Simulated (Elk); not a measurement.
Worked example: self-consistent single point of Ta2N (P-3m1, 3 atoms in the cell) in Elk

Method: PBE, all-electron FP-LAPW, Elk's shipped species files, APW+lo basis with extra local orbitals in Elk.

The input file:

```
tasks
  0

xctype
  20

rgkmax
  7.5

gmaxvr
  16.0

nxlo
  2

lorbcnd
  .true.

rmtscf
  0.83

lmaxi
  2

stype
  0

swidth
  0.00499791

scale
  5.84715836

avec
    1.0000000000   -0.0000000772    0.0000000000
   -0.4999999331    0.8660254424    0.0000000000
    0.0000000000    0.0000000000    1.5644262392

atoms
  2   : nspecies
  'Ta.in'   : spfname
  2   : natoms; atposl, bfcmt below
  0.6666666667  0.3333333333  0.7452900000    0.0 0.0 0.0
  0.3333333333  0.6666666667  0.2547100000    0.0 0.0 0.0
  'N.in'   : spfname
  1   : natoms; atposl, bfcmt below
  0.0000000000  0.0000000000  0.0000000000    0.0 0.0 0.0

ngridk
  12 12 7
```

Output (repeated stretches shortened):

```
│ Elk code version 10.2.4 │

All units are atomic (Hartree, Bohr, etc.)

│ Ground-state run starting from atomic densities │

Lattice vectors :
   5.847158360     -0.4514006254E-06   0.000000000
  -2.923578789       5.063787906       0.000000000
   0.000000000       0.000000000       9.147447963

Unit cell volume      :    270.8446688
Brillouin zone volume :   0.9158393796

Muffin-tin inner radius fraction :   0.1000000000E-01

Nuclei treated as point charges

Species :    1 (Ta)
 parameters loaded from : Ta.in
 name : tantalum
 nuclear charge    :   -73.00000000
 electronic charge :    73.00000000
 atomic mass :    329847.8433
 muffin-tin radius :    2.324000000
 number of radial points in muffin-tin :    697
 atomic positions (lattice), magnetic fields (Cartesian) :
   1 :  -0.33333333  0.33333333 -0.25471000    0.00000000  0.00000000  0.00000000
   2 :   0.33333333 -0.33333333  0.25471000    0.00000000  0.00000000  0.00000000

Species :    2 (N)
 parameters loaded from : N.in
 name : nitrogen
 nuclear charge    :   -7.000000000
 electronic charge :    7.000000000
 atomic mass :    25532.65214
 muffin-tin radius :    1.494000000
 number of radial points in muffin-tin :    297
 atomic positions (lattice), magnetic fields (Cartesian) :
   1 :   0.00000000  0.00000000  0.00000000    0.00000000  0.00000000  0.00000000

Total number of atoms per unit cell :    3

Spin treatment :
 spin-unpolarised

Number of Bravais lattice symmetries :   24
Number of crystal symmetries         :   12
Crystal has inversion symmetry
Real symmetric eigensolver will be used

k-point grid :     12    12     7
k-point offset :    0.000000000       0.000000000       0.000000000
k-point set is reduced with full crystal symmetry group
Total number of k-points :      112

Muffin-tin radius times maximum |G+k| :    7.500000000
 using average radius
Maximum |G+k| for APW functions       :    3.663301856
Maximum (1/2)|G+k|²                   :    6.709890244
Maximum |G| for potential and density :    16.00000000
 potential will be trimmed for |G| > 2 gkmax
Constant for pseudocharge density :    9
Radial integration step length :    4

G-vector grid sizes :     30    30    48
Number of G-vectors :    18737

Maximum angular momentum used for
 APW functions                      :    8
 outer part of muffin-tin           :    6
 inner part of muffin-tin           :    2

Total nuclear charge    :   -153.0000000
Total core charge       :    94.00000000
Total valence charge    :    59.00000000
Total excess charge     :    0.000000000
Total electronic charge :    153.0000000

Effective Wigner radius, rₛ :   0.7504355805

Number of empty states         :   12
Total number of valence states :   42
Total number of core states    :   94

Conduction state local-orbitals added automatically
Total number of local-orbitals :  258

Exchange-correlation functional :     20     0     0
 Perdew-Burke-Ernzerhof, Phys. Rev. Lett. 77, 3865 (1996)
 gradient requirement :    1
 generalised gradient approximation (GGA)

Smearing type :    0
 Gaussian
Smearing width :   0.4997910000E-02
Effective electronic temperature (K) :    1578.215154

Mixing type :    3
 Broyden mixing, J. Phys. A: Math. Gen. 17, L317 (1984)

Kohn-Sham potential initialised from atomic data

│ Self-consistent loop started │
│ Loop number : 1 │
 total energy                :     -31300.0031747
│ Loop number : 2 │
 total energy                :     -31300.7479108
RMS change in Kohn-Sham potential (target) :    1.258329839     (  0.1000000000E-05)
Absolute change in total energy (target)   :   0.7447361413     (  0.1000000000E-03)
│ Loop number : 3 │
 total energy                :     -31300.2522550
RMS change in Kohn-Sham potential (target) :    1.239406961     (  0.1000000000E-05)
Absolute change in total energy (target)   :   0.3094717808     (  0.1000000000E-03)
│ Loop number : 4 │
 total energy                :     -31304.1043222
RMS change in Kohn-Sham potential (target) :   0.6393388390     (  0.1000000000E-05)
Absolute change in total energy (target)   :    3.774699300     (  0.1000000000E-03)
│ Loop number : 5 │
 total energy                :     -31306.1364757
RMS change in Kohn-Sham potential (target) :   0.2169869382     (  0.1000000000E-05)
Absolute change in total energy (target)   :    2.975828270     (  0.1000000000E-03)
│ Loop number : 6 │
 total energy                :     -31306.8646347
RMS change in Kohn-Sham potential (target) :   0.6566211778E-01 (  0.1000000000E-05)
Absolute change in total energy (target)   :    1.472116037     (  0.1000000000E-03)
│ Loop number : 7 │
 total energy                :     -31307.2114066
RMS change in Kohn-Sham potential (target) :   0.1594383835E-01 (  0.1000000000E-05)
Absolute change in total energy (target)   :   0.7148009308     (  0.1000000000E-03)
│ Loop number : 8 │
 total energy                :     -31307.2933538
RMS change in Kohn-Sham potential (target) :   0.2327904119E-02 (  0.1000000000E-05)
Absolute change in total energy (target)   :   0.2606474650     (  0.1000000000E-03)
│ Loop number : 9 │
 total energy                :     -31307.3558273
RMS change in Kohn-Sham potential (target) :   0.1105942755E-02 (  0.1000000000E-05)
Absolute change in total energy (target)   :   0.1276353817     (  0.1000000000E-03)
│ Loop number : 10 │
 total energy                :     -31307.3381453
RMS change in Kohn-Sham potential (target) :   0.7276906874E-03 (  0.1000000000E-05)
Absolute change in total energy (target)   :   0.1422680893E-01 (  0.1000000000E-03)
│ Loop number : 11 │
 total energy                :     -31307.3289720
RMS change in Kohn-Sham potential (target) :   0.2467835431E-03 (  0.1000000000E-05)
Absolute change in total energy (target)   :   0.5616614439E-02 (  0.1000000000E-03)
│ Loop number : 12 │
 total energy                :     -31307.3213956
RMS change in Kohn-Sham potential (target) :   0.1861623412E-04 (  0.1000000000E-05)
Absolute change in total energy (target)   :   0.8980486436E-02 (  0.1000000000E-03)
│ Loop number : 13 │
 total energy                :     -31307.3209979
RMS change in Kohn-Sham potential (target) :   0.8076994479E-05 (  0.1000000000E-05)
Absolute change in total energy (target)   :   0.2642889289E-02 (  0.1000000000E-03)
│ Loop number : 14 │
 total energy                :     -31307.3209566
RMS change in Kohn-Sham potential (target) :   0.2419715935E-05 (  0.1000000000E-05)
Absolute change in total energy (target)   :   0.7020054654E-03 (  0.1000000000E-03)
│ Loop number : 15 │
 total energy                :     -31307.3208451
RMS change in Kohn-Sham potential (target) :   0.1029401769E-05 (  0.1000000000E-05)
Absolute change in total energy (target)   :   0.2870145472E-03 (  0.1000000000E-03)
│ Loop number : 16 │
 total energy                :     -31307.3207911
RMS change in Kohn-Sham potential (target) :   0.2797761004E-06 (  0.1000000000E-05)
Absolute change in total energy (target)   :   0.1256821706E-03 (  0.1000000000E-03)
│ Loop number : 17 │
 total energy                :     -31307.3207875
RMS change in Kohn-Sham potential (target) :   0.7280506898E-07 (  0.1000000000E-05)
Absolute change in total energy (target)   :   0.3504068809E-04 (  0.1000000000E-03)
Convergence targets achieved

│ Loop number : 18 │

Energies :
 Fermi                       :     0.555903322218
 sum of eigenvalues          :     -19124.4466190
 electron kinetic            :      35138.3495627
 core electron kinetic       :      33949.9974056
 Coulomb                     :     -65803.2445701
 Coulomb potential           :     -53422.7252332
 nuclear-nuclear             :     -2560.81909038
 electron-nuclear            :     -73062.1257263
 Hartree                     :      9819.70024654
 Madelung                    :     -39091.8819535
 xc potential                :     -840.070948548
 exchange                    :     -633.369266810
 correlation                 :     -9.05651599060
 total energy                :     -31307.3207902

Density of states at Fermi energy :    33.60507362
 (states/Hartree/unit cell)

Estimated indirect band gap :   0.6339767583E-03
 from k-point      2 to k-point      2
Estimated direct band gap   :   0.6339767583E-03
 at k-point      2

Charges :
 core                        :    94.00000000
 valence                     :    59.00000000
 interstitial                :    6.759963857
 muffin-tins (core leakage)
  species :    1 (Ta)
   atom    1                 :    70.29495742     (  0.7450330862E-05)
   atom    2                 :    70.29495742     (  0.7450330862E-05)
  species :    2 (N)
   atom    1                 :    5.650121305     (  0.4582359558E-05)
 total in muffin-tins        :    146.2400361
 total calculated charge     :    152.9922779
 total charge                :    153.0000000
 error                       :   0.7722133067E-02

│ Self-consistent loop stopped │
```

The run converged in 18 iterations. The count includes the last loop, which Elk runs after its targets are met.

The starting cell comes from a database of computed structures (which also holds hypothetical and non-ambient phases and stackings), without a prior relaxation at this level. Its lattice was rescaled by a random factor within 2.5 % of one. Spin-orbit coupling is off. Spin polarisation is off. Values depend on the basis (sphere radii, cutoffs, local orbitals), which need not be converged. The log's line on a gap gives a spacing of levels on this mesh, which the program prints for metals too.

Cost on one core of a shared machine: roughly 4 min.
